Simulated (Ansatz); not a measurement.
The starting structures come from a database of crystals and need not be the phases stable at ambient conditions.

 Where the default PAW files enter, the runs use the earlier of Ansatz's two default sets.

Inside the gap of an insulator the Bloch states are evanescent, with a wavenumber k + iκ along the transport direction.

Here is the system:

```yaml
crystal:
  lattice:
    - [4.41388, 0.00000, 0.00000]
    - [0.00000, 7.20606, 0.00000]
    - [2.20694, 0.00000, 3.82253]
  atoms:
    - { symbol: Ca, position: [0.00000, 0.00000, 0.00000] }
    - { symbol: Cd, position: [0.33333, 0.36675, 0.33333] }
    - { symbol: Cd, position: [0.66667, 0.63325, 0.66667] }
    - { symbol: As, position: [0.33333, 0.76234, 0.33333] }
    - { symbol: As, position: [0.66667, 0.23766, 0.66667] }
```

Space group of this cell: P-3m1. The cell is taken as given.

Transport runs along the normal of the first two printed cell vectors, the (100) plane of the conventional cell.

No gap correction and no spin-orbit coupling; mid-gap values are interpolated between computed energies.

Q: Predict the band gap and the smallest decay constant κ at mid-gap from r2SCAN (Ansatz, a first-principles code).

A: Gap 0.75 eV on a 8×4×8 mesh; κ = 0.053 1/Å, at the zone centre.
